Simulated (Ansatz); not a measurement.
Take ZrSe2 in the CdI2 type structure (space group P-3m1, No. 164; layered, stacked along the Cartesian z axis) as the base.

```
ZrSe2
1.0
    3.73508     0.00000     0.00000
   -1.86754     3.23468     0.00000
    0.00000     0.00000     6.03154
Zr Se
1 2
Direct
  0.00000   0.00000   0.00000
  0.33333   0.66667   0.26507
  0.66667   0.33333   0.73493
```

Method: PBE-D3(BJ) (Ansatz, an electronic-structure program; PAW; 420 eV plane waves; without spin-orbit coupling).

Base values:

* **Pressure**: 0.0 GPa

Perturbation: every lattice vector is shortened by 3.02 %; the atoms relax in the strained cell.

**Question.** How does this affect the energy relative to the base?

**Answer.** The energy rises by 27 meV/atom.

**Question.** How does this affect the pressure?

**Answer.** The pressure (mean of the normal stresses, compression positive) goes from zero to 4.4 GPa.

**Question.** What does the calculation give for the largest internal atomic displacement after the change?

**Answer.** The largest internal atomic displacement is 0.084 Å.

Whether these cells are dynamically stable was not tested. All final runs are without spin polarisation. Gaps under 0.05 eV, about the width of the smearing, are given as zero.
